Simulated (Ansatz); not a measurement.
Start from a 12-atom supercell of MgB2 (space group P6/mmm, No. 191) at its relaxed geometry.

```
MgB2
1.0
    6.12645     0.00000     0.00000
   -3.06322     5.30566     0.00000
    3.06322     5.30566     3.49987
Mg B
4 8
Direct
  0.00000   0.00000   0.00000
  0.00000   0.50000   0.00000
  0.50000   0.00000   0.00000
  0.50000   0.50000   0.00000
  0.66667   0.83333   0.50000
  0.66667   0.33333   0.50000
  0.16667   0.83333   0.50000
  0.16667   0.33333   0.50000
  0.83333   0.66667   0.50000
  0.83333   0.16667   0.50000
  0.33333   0.66667   0.50000
  0.33333   0.16667   0.50000
```

Calculations: Ansatz (a first-principles code), PBEsol, PAW, cutoff 420 eV, without spin-orbit coupling.

One neutral defect a cell, atoms relaxed at fixed cell.

One change was made to it. Results:

```csv
quantity,base,after
pressure,0.0 GPa,4.5 GPa
largest displacement of a host atom from its site in the perfect cell,–,0.13 Å
```

Question: Name the change that was made.
A. B interstitial (started 1.75 Å from the nearest host atom), symmetric start
B. H interstitial (started 1.75 Å from the nearest host atom)
C. Be on a B site

Answer: B, H interstitial (started 1.75 Å from the nearest host atom). For comparison, the pressure in the other runs: B interstitial (started 1.75 Å from the nearest host atom), symmetric start gives 13.1 GPa; Be on a B site gives 7.2 GPa.

The cell is small, so the values are those of an ordered compound at a high defect concentration; dilute-limit values will differ. Defects with a symmetric start kept the site's symmetry and may sit on a saddle; the others started slightly shaken. All final runs are without spin polarisation.
